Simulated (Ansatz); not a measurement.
Zinc-blende RbBr (model structure) was calculated with r²SCAN-D4 in Ansatz (PAW).

Settings: plane-wave cutoff 500 eV, 8×8×8 k mesh, gaussian smearing 0.02 eV, scalar-relativistic PAW data made under PBE.

Cell (relaxed at this level):

```cif
data_BrRb
_chemical_formula_sum 'Rb1 Br1'
_space_group_name_H-M_alt 'P 1'
_space_group_IT_number 1
_cell_length_a 5.44670
_cell_length_b 5.44670
_cell_length_c 5.44670
_cell_angle_alpha 60.000
_cell_angle_beta 60.000
_cell_angle_gamma 60.000
loop_
_space_group_symop_operation_xyz
  'x, y, z'
loop_
_atom_site_label
_atom_site_type_symbol
_atom_site_fract_x
_atom_site_fract_y
_atom_site_fract_z
_atom_site_occupancy
Rb1 Rb 0.00000 0.00000 0.00000 1
Br1 Br 0.25000 0.25000 0.25000 1
```

Task: Give the computed band gap.

Result: 
- band gap: 4.66 eV (on the SCF k mesh)

Note: the relaxation could raise the start's symmetry but not lower it, so the cell can be a saddle point.

Spin–orbit coupling is not included.

The computed numbers hold no vibrational or temperature effects.

Computing time: roughly 26 core-seconds.

A model structure was made by putting elements into a prototype or built by hand; it is no filed structure, need not be a known phase, and can be a saddle point held by its symmetry.

Ansatz is a first-principles code.
